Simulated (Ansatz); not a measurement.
# Effect of biaxial strain −2.50 %, plane normal [111], relaxed out of plane on Rh

Take Rh in the fcc (Cu type) structure (space group Fm-3m, No. 225; a = 3.755 Å; relaxed with 0.1 eV smearing) as the base. Axes: x, y, z lie along the cube axes.

The change: biaxial strain −2.50 %, plane normal [111], relaxed out of plane (Cartesian); in-plane vectors clamped, the third vector and the atoms free.

Computed with LDA (Ansatz, a first-principles code), scalar-relativistic without spin-orbit coupling. k-mesh 30×30×30 (Γ-centred); smearing 0.1 eV (Fermi–Dirac).

The space group goes from Fm-3m (No. 225) to R-3m (No. 166) and the shortest interatomic distance shrinks by 0.066 Å to 2.589 Å. The energy rises by 39 meV/atom and the pressure (mean of the normal stresses, compression positive) goes from zero to 13.3 GPa. The band gap remains zero and the out-of-plane strain is +1.44 %. The ratio −ε⊥/ε∥ amounts to 0.58 and the mean in-plane stress (compression positive) comes out as +20.0 GPa.

Final structure (turned so that z lies along the plane normal):

```
Rh
1.0
    2.58890     0.00000     0.00000
    1.29445     2.24205     0.00000
    1.29445    -0.74735     2.19927
Rh
1
Direct
  0.00000   0.00000   0.00000
```

Stability against distortions was not tested. All final runs are without spin polarisation.
